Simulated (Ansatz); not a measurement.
## Pressure series in SiS2

The reference is SiS₂ (space group Ibam, No. 72; a = 6.0185 Å, b = 9.3955 Å, c = 5.5448 Å; made of chains).

Cell and atoms are relaxed at each pressure.

All numbers come from plane-wave PAW DFT at the PBEsol level (Ansatz, a program for electronic structure, 420 eV), no SOC.

Notes on the quantities. enthalpy: H = E + PV relative to the base's energy.

| variant | band gap | gap character | enthalpy | smallest direct gap |
|---|---|---|---|---|
| base | 2.80 eV | indirect, Σ₀–Γ (11 % along) → G₀–X (50 % along) | – | 2.94 eV |
| pressure 0.9 GPa | 2.55 eV | indirect, Σ₀–Γ (20 % along) → X | +0.14 eV/atom | 2.78 eV |
| pressure 2.1 GPa | ___ | indirect, Σ₀–Γ (20 % along) → X | +0.30 eV/atom | ___ |
| pressure 4.5 GPa | 2.20 eV | indirect, Σ₀–Γ (20 % along) → X | +0.61 eV/atom | 2.60 eV |
| pressure 9 GPa | 2.04 eV | indirect, Σ₀–Γ (18 % along) → Γ | +1.15 eV/atom | 2.10 eV |
| pressure 15 GPa | 1.45 eV | direct at Γ | +1.79 eV/atom | – |

Q: Complete the table.

A: 
- pressure 2.1 GPa, band gap: 2.37 eV
- pressure 2.1 GPa, smallest direct gap: 2.68 eV

Load acts through the strain it causes; cell and atoms are relaxed under it. Whether these cells are dynamically stable was not tested. Competing high-pressure phases were not computed. No dispersion term is included in the PBEsol runs.
